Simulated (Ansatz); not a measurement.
Worked sum: formation energy of H_i in Mo (bcc, Im-3m)

This concerns the formation energy of H_i in Mo (bcc, Im-3m). Reaction: 64 Mo (bcc) + 1/2 H2 (gas) → cell A.

A: a supercell of 64 sites of Mo (bcc, Im-3m) with H off the lattice sites (4 Mo at 1.84 Å); spin state with PBE: run without spin.

Method: Ansatz (a first-principles code), PAW, neutral cells at 0 K with nuclei at rest, on structures from PBE. Ansatz runs with its PAW set soft_1. Other levels take these structures. The lattices are those relaxed with PBE, so at other levels the solids can be strained, which adds to the spread. Larger cells are relaxed from a start prepared with the learned potential CHGNet, on a coarser mesh till forces fall under 0.03 eV/Å, which some starts already meet. A dispersion term (D3(BJ), or D4 for r2SCAN) was computed beside these levels and is taken off wherever the name lacks it. Space groups of crystals are read within 0.01 Å. Mesh and cell size may move defect energies by 0.1 eV or more. Cell A has symmetry I-4m2 within 0.02 Å and got no random move, so less symmetric positions, which may lie lower, weren't tried.

Total energies of the cells in eV, at zero smearing width. They compare only within one column; the weights balance every element.

```
cell       atoms  weight         r2SCAN           RPBE
---------  -----  ------  -------------  -------------
A: Mo:H_i     65      +1  -317943.63226  -317651.51289
Mo (bcc)      64      −1  -317928.21576  -317636.25608
H2 (gas)       2    −1/2      -31.88931      -32.07063
```

r2SCAN: (-317943.63226) − (-317928.21576) − 1/2 × (-31.88931) = 0.528 eV.

RPBE: (-317651.51289) − (-317636.25608) − 1/2 × (-32.07063) = 0.779 eV.
